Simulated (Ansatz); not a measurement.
Start from HfN in the rock salt structure (space group Fm-3m, No. 225; a = 4.502 Å).

All numbers come from Ansatz (a first-principles code) PBEsol, spin-orbit coupling left out.

One change was made to it. Results:

```
quantity                              base        after
-----------------------------  -----------  -----------
density                        14.02 g/cm³  14.23 g/cm³
shortest interatomic distance      2.251 Å      2.239 Å
```

What was done to the base?
A) pressure 15 GPa
B) pressure 4.5 GPa
C) pressure 0.9 GPa
D) pressure −1 GPa
E) pressure 9 GPa

B, pressure 4.5 GPa. For comparison, the density in the other runs: pressure 15 GPa gives 14.70 g/cm³; pressure 0.9 GPa gives 14.06 g/cm³; pressure 9 GPa gives 14.44 g/cm³; pressure −1 GPa gives 13.97 g/cm³.

Load acts through the strain it causes; cell and atoms are relaxed under it. No phonon test of stability was made. No other phases were tried under pressure. The final runs are not spin-polarised. An odd electron count without spin: HfN.
